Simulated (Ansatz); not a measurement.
TiO2 under a change: biaxial strain −3.00 %, plane normal [001], relaxed out of plane

The reference is TiO2 in the anatase structure (space group I4_1/amd, No. 141; a = 3.7698 Å, c = 9.5517 Å). Axes: x, y, z lie along a, b, c of the conventional cell.

Perturbation: biaxial strain −3.00 %, plane normal [001], relaxed out of plane (Cartesian); in-plane vectors clamped, the third vector and the atoms free.

Method: DFT with PBEsol, PAW potentials and a 420 eV plane-wave cutoff in Ansatz (a quantum-chemistry and plane-wave program), no SOC. Settings: 12×12×12 k-points, 0.05 eV Fermi–Dirac smearing.

```csv
quantity,base,changed,shift
volume per atom,11.31 Å³,11.19 Å³,-0.126 Å³
space group,I4_1/amd (No. 141),I4_1/amd (No. 141),–
energy relative to the base (free energy F),0 meV/atom,+17 meV/atom,+17 meV/atom
band gap,2.11 eV,2.46 eV,+0.35 eV
width of the top valence band,0.84 eV,0.73 eV,-0.105 eV
out-of-plane strain,–,+5.10 %,–
ratio −ε⊥/ε∥,–,1.70,–
```

Whether these cells are dynamically stable was not tested. All final runs are without spin polarisation.
